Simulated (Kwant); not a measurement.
Computed with Kwant: Hückel tight-binding model, one pz orbital an atom, one spin, coherent transport at 0 K. Conductance is in e²/h.

Device: π system c1ccc2ncccc2c1 between two chain leads. The π system is taken as planar. Atoms are numbered from 0 in the order of the SMILES. Site energies (eV, carbon 0): [0.0, 0.0, 0.0, 0.0, -1.2, 0.0, 0.0, 0.0, 0.0, 0.0]. Bonds (i, j, β in eV): (0,1,-2.4) (1,2,-2.4) (2,3,-2.4) (3,4,-2.4) (4,5,-2.4) (5,6,-2.4) (6,7,-2.4) (7,8,-2.4) (8,9,-2.4) (9,0,-2.4) (8,3,-2.4). Leads: chains of hopping −3.6 eV, joined by −0.72 eV to atoms 0 and 1.

Site energies and bond integrals are typed Hückel values.

Sweep values stay those of the base run.

One input was changed, with this effect: transmission at E = 0 0.0016 → 0.00071.

Question: Which change was it?
(A) contacts moved from atoms [0, 1] to [1, 7]
(B) contacts moved from atoms [0, 1] to [6, 9]
(C) contacts moved from atoms [0, 1] to [5, 9]
(D) contacts moved from atoms [0, 1] to [5, 7]
(E) contacts moved from atoms [0, 1] to [2, 6]
(F) contacts moved from atoms [0, 1] to [0, 6]

Answer: D, contacts moved from atoms [0, 1] to [5, 7]
